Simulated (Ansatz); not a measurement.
System: interstitial Li in alpha cristobalite (charge state +1). The step: a concerted move, in which Li travels most; the atom moves 3.11 Å along (-0.47, -0.16, -0.26) of the unit cell; the moving atom starts with neighbours O at 2.08, O at 2.16, O at 2.25, O at 2.38, O at 2.46 Å and ends with 2 O at 2.11, O at 2.29, O at 2.33 Å. DFT values are from Ansatz (plane-wave PAW, 420 eV unless said) in a cell of 96 host sites, spin-restricted, static, with no finite-size correction. The host's phase is taken as given; its stability against other phases was not computed. The charge state is imposed; whether it is stable for some Fermi level was not computed. Sites that were not tried may lie lower. For the PBE band: the saddle point's order was not checked.

| Level | Forward barrier (eV) | Cost of the band or of the saddle's single point |
|---|---|---|
| CHGNet universal potential (has no charge state), its own band | 0.19 | - |
| PBE, the Γ point alone, band relaxed | 0.21 | about 19 core-minutes (a rough figure) |
| PBE, a 2×2×2 k-point mesh shifted by half a step, same geometries | 0.21 | very roughly 2.3 core-minutes |
| r2SCAN at 500 eV, the Γ point alone, same geometries | [?] | roughly 60 core-seconds |

Some entries are withheld; supply them.


- r2SCAN at 500 eV, the Γ point alone, same geometries, Forward barrier (eV): 0.22

Ansatz is an electronic-structure program.
